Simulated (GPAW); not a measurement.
**Convergence study of the k-point mesh at a smearing width of 0.02 eV for Mo (Im-3m, 1 atom in the cell)**

```xyz
1
Lattice="-1.5671 1.5671 1.5671 1.5671 -1.5671 1.5671 1.5671 1.5671 -1.5671" Properties=species:S:1:pos:R:3 pbc="T T T"
Mo     0.0000     0.0000     0.0000
```

Level of theory: LDA (Perdew-Wang 92), GPAW PAW datasets LDA (gpaw-data 1.0.1) (plane waves; GPAW).

Base settings: mode = pw; ecut = 550 eV; xc = LDA; kpts = 11 11 11; mesh shift (steps) = 0 0 0; occupations.name = fermi-dirac; occupations.width = 0.1 eV; nbands = -9; convergence.forces = 0.001 eV/Å; symmetry.symmorphic = false.

In this ladder: occupations.width = 0.02 eV.

Only quantities that move along the ladder and can be compared are tabulated.

The count of work is k-points × plane waves × bands × iterations; it is no time. Core times come from one kind of shared machine, to one figure; runs under 30 s give none.

The starting cell has typed, rounded lattice constants, without a prior relaxation at this level. Its lattice was rescaled by up to half a per cent. Spin polarisation is off. In the base run, with a pressure of about -7 GPa the cell is away from its equilibrium volume at this level.

Steps (kpts): 5 5 5; 6 6 6; 8 8 8; 9 9 9; 11 11 11; 13 13 13; 16 16 16; 19 19 19; 24 24 24; 29 29 29; 35 35 35.

Task: What is the coarsest kpts that holds the pressure within 1 GPa of the last step, with all finer ones?

Result: 6 6 6, at 0.014 of the last step's count of work; the step before is off by 2.6 GPa.

Task: What is the coarsest kpts that holds the free energy within 2 meV/atom?

Result: Not settled: the last two steps still differ by 1.2 meV/atom, over half the tolerance, so the ladder does not show it.

```csv
kpts,free energy less the last step's (meV/atom),pressure (GPa),count of work / last,core time / last (rough)
5 5 5,-30.63,-9.81,0.0094,–
6 6 6,-64.87,-7.46,0.014,–
8 8 8,24.37,-6.46,0.028,–
9 9 9,-16.28,-7.56,0.033,–
11 11 11,25.23,-7.08,0.063,–
13 13 13,-3.08,-7.65,0.073,–
16 16 16,-4.95,-7.35,0.14,–
19 19 19,-0.12,-7.27,0.19,–
24 24 24,0.25,-7.24,0.36,0.4
29 29 29,1.21,-7.10,0.60,0.5
35 35 35,0.00,-7.18,1.0,1
```
